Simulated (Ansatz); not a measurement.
The cell is built on a prototype and need not be the phase stable at ambient conditions.

Tunnelling through a barrier is set by its complex band structure: the current falls as exp(−2κd) with the smallest κ.

Here is the system:

```
CELL_PARAMETERS angstrom
      3.21398     0.00000     0.00000
      0.00000     6.20536     0.00000
      0.00000     0.00000     5.36270
ATOMIC_POSITIONS crystal
  B  0.75000 0.16277 0.39951
  B  0.25000 0.33723 0.89951
  B  0.25000 0.83723 0.60049
  B  0.75000 0.66277 0.10049
  P  0.75000 0.83797 0.39276
  P  0.25000 0.66203 0.89276
  P  0.25000 0.16203 0.60724
  P  0.75000 0.33797 0.10724
```

Space group of this cell: Pnma. The cell was relaxed by PBE-D3(BJ); by r2SCAN its mean pressure is 2.1 GPa.

Transport runs along the normal of the first two printed cell vectors.

The gap is the functional's own. No spin-orbit coupling. Mid-gap values are interpolated on the energy grid.

Task: Give the band gap and the smallest decay constant κ at mid-gap that r2SCAN (Ansatz, an electronic-structure program) yields.

Result: Gap 0.79 eV on a 10×6×6 mesh; κ = 0.208 1/Å, at the zone centre.
